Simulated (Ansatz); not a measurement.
# InP: uniaxial strain ε_zz = −1.50 %

The parent structure is InP in the zinc blende structure (space group F-43m, No. 216; a = 5.907 Å). Axes: x, y, z lie along the cube axes.

One thing is altered: the cell is compressed by 1.50 % along z with no lateral relaxation, atoms relaxed at fixed cell.

All numbers come from DFT with r2SCAN, PAW potentials and a 500 eV plane-wave cutoff in Ansatz (a quantum-chemistry and plane-wave program), no spin-orbit coupling. k-mesh 10×10×10 (Γ-centred); smearing 0.05 eV (Fermi–Dirac).

| quantity | base | changed | shift |
|---|---|---|---|
| volume per atom | 25.76 Å³ | 25.38 Å³ | -0.386 Å³ |
| space group | F-43m (No. 216) | I-4m2 (No. 119) | – |
| energy relative to the base (free energy F) | 0 meV/atom | +1.8 meV/atom | +1.8 meV/atom |
| pressure (mean of the normal stresses, compression positive) | 0.00 GPa | 1.06 GPa | +1.06 GPa |
| band gap | 1.03 eV | 1.07 eV | +0.04 eV |
| gap character | direct at Γ | direct at Γ | – |
| electron mass | 0.074 mₑ (at Γ) | 0.079 mₑ (at Γ) | – |
| hole mass | – | 0.076 mₑ along z, 0.42 mₑ across (at Γ) | – |
| valence-band top at Γ (three highest levels, from the VBM) | 0.00, 0.00, 0.00 eV | 0.00, -0.07, -0.07 eV | – |
| stress (xx, yy, zz, yz, xz, xy; compression positive) | – | (0.85, 0.85, 1.49, 0.00, 0.00, 0.00) GPa | – |

Masses are band curvatures over ±0.01 Å⁻¹ around the edge. Stability against distortions was not tested. Labels are those of the standard path for the cell's own space group.
